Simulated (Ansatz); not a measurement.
Phonon-limited resistivity of TaRh3 (Pm-3m) against temperature in μΩ·cm, Ansatz (a quantum-chemistry and plane-wave program) with PBEsol, DFPT electron-phonon coupling, linearised Boltzmann equation, harmonic crystal at a fixed cell.

```
T          ρ
-----  -----
50 K   0.194
77 K    0.83
100 K    [?]
150 K    3.3
200 K    5.0
250 K    [?]
273 K    [?]
300 K    8.1
350 K    9.6
400 K   11.1
500 K   14.1
600 K   17.1
800 K     23
```

Problem. Some entries are withheld; supply them.

Solution. 
- 100 K, ρ: 1.58
- 250 K, ρ: 6.6
- 273 K, ρ: 7.3

A metal at this level (no band gap). Only scattering by harmonic phonons is included (no impurities, grain boundaries, electron-electron scattering or thermal expansion). Spin-orbit coupling is left out, which matters with elements this heavy. The run warned that the eigensolver left some states short of its tolerance. Halving the electron mesh (24x24x24) moves the resistivity by up to 5 %. Smearing 0.20 eV; phonons on a 4x4x4 q mesh, which this run doesn't test and which matters most at low temperature.

Formula and space group known from diffraction (Crystallography Open Database), not checked to be the room-temperature form: TaRh3 (Pm-3m).
